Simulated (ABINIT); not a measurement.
Worked example: self-consistent single point of Mg₂ZnP₂ (P3m1, 5 atoms in the cell) in ABINIT.

Computed with PBEsol, PAW (JTH v2.0 PBE PAW, files made for PBE) (plane waves; ABINIT 10.0.3).

The change in words: lattice scaled by 0.98. Reference geometry:
```xyz
5
Lattice="4.1072 0.0000 0.0000 -2.0536 3.5569 0.0000 0.0000 0.0000 6.6957" Properties=species:S:1:pos:R:3 pbc="T T T"
Mg     2.0536     1.1856     4.2461
Mg     0.0000     2.3713     6.6573
Zn     0.0000     0.0000     2.4200
P      0.0000     0.0000     5.1337
P      2.0536     1.1856     1.6301
```

Reference input (self-consistent single point, DFT, PBEsol, plane waves, PAW (JTH v2.0 PBE PAW, files made for PBE)): pseudos = [Mg.GGA_PBE-JTH.xml, Zn.GGA_PBE-JTH.xml, P.GGA_PBE-JTH.xml]; ecut = 30 Ha; pawecutdg = 60 Ha; pawxcdev = 0; ixc = -116133; occopt = 1; ngkpt = 6 6 4; nshiftk = 1; shiftk = 0 0 0; potentials = JTH v2.0 PBE PAW; nband = 25; kptopt = 1. This run's input differs from it in these lines:

```diff
@@ -5,5 +5,5 @@
 rprim
-         4.1071965344   -0.0000001240    0.0000000000
-        -2.0535981598    3.5569365992    0.0000000000
-         0.0000000000    0.0000000000    6.6956980000
+         4.0250524136   -0.0000000960    0.0000000000
+        -2.0125261237    3.4857976898    0.0000000000
+         0.0000000000    0.0000000000    6.5617840000
 natom 5
```

Log, with long lists cut:

```
--- !BeginCycle
solver: {iscf: 17, nstep: 60, nline: 4, wfoptalg: 10, }
tolerances: {tolvrs: 1.00E-12, }
...

     iter   Etot(hartree)      deltaE(h)  residm     nres2
 ETOT  1  -202.12624517479    -2.021E+02 4.129E+00 5.111E+00
 ETOT  2  -204.62833140067    -2.502E+00 6.702E-01 1.008E+01
 ETOT  3  -204.60512465893     2.321E-02 1.575E-01 4.096E+00
 ETOT  4  -204.58638150541     1.874E-02 5.515E-02 4.880E-01
 ETOT  5  -204.58792019858    -1.539E-03 2.813E-02 1.968E-01
   [... 15 lines left out ...]
 ETOT 21  -204.58870964701    -1.364E-12 9.483E-03 1.378E-11
 ETOT 22  -204.58870964701     3.041E-12 1.342E-03 9.221E-12
 ETOT 23  -204.58870964701    -2.700E-12 1.520E-04 1.699E-12
 ETOT 24  -204.58870964701     1.961E-12 1.490E-04 1.151E-13
 At SCF step   24       nres2   =  1.15E-13 < tolvrs=  1.00E-12 =>converged.

 Cartesian components of stress tensor (hartree/bohr^3)
  sigma(1 1)=  4.39453241E-05  sigma(3 2)=  0.00000000E+00
  sigma(2 2)=  4.39453240E-05  sigma(3 1)=  0.00000000E+00
  sigma(3 3)=  4.76852994E-05  sigma(2 1)=  3.92799748E-14

 ----iterations are completed or convergence reached----

 reduced coordinates (array xred) for    5 atoms
       0.666666666667      0.333333333333      0.634150000000
       0.333333333333      0.666666666667      0.994270000000
       0.000000000000      0.000000000000      0.361420000000
       0.000000000000      0.000000000000      0.766710000000
       0.666666666667      0.333333333333      0.243450000000
 cartesian forces (eV/Angstrom) at end:
    1      0.00000000000000    -0.00000000000000    -0.02848982977587
   [... lines left out ...]
 Fermi (or HOMO) energy (eV) =   6.41213   Average Vxc (eV)=  -9.56378
   [... lines left out ...]
local_psp           : -1.63496071770596E+02
total_energy        : -2.04588709627828E+02
total_energy_eV     : -5.56714191110490E+03
...

-Cartesian components of stress tensor (GPa)         [Pressure= -1.3296E+00 GPa]
- sigma(1 1)=  1.29291586E+00  sigma(3 2)=  0.00000000E+00
- sigma(2 2)=  1.29291585E+00  sigma(3 1)=  0.00000000E+00
- sigma(3 3)=  1.40294971E+00  sigma(2 1)=  1.15565656E-09

 Calculation completed.
```

The run converged in 24 iterations. Against the reference run the free energy drops by 23.2 meV/atom, the pressure goes from -5.04 to -1.33 GPa, the largest force goes from 0.148 to 0.085 eV/Å and the gap on the mesh goes from 0.978 to 1.069 eV.

The starting cell comes from a database of computed structures (which also holds hypothetical and non-ambient phases and stackings), without a prior relaxation at this level. Its lattice was rescaled by a random factor within 2.5 % of one. For this run, on top of that: lattice scaled by 0.98. The potentials were made for another functional than the one used.

Cost on one core of a shared machine: roughly 3 min.
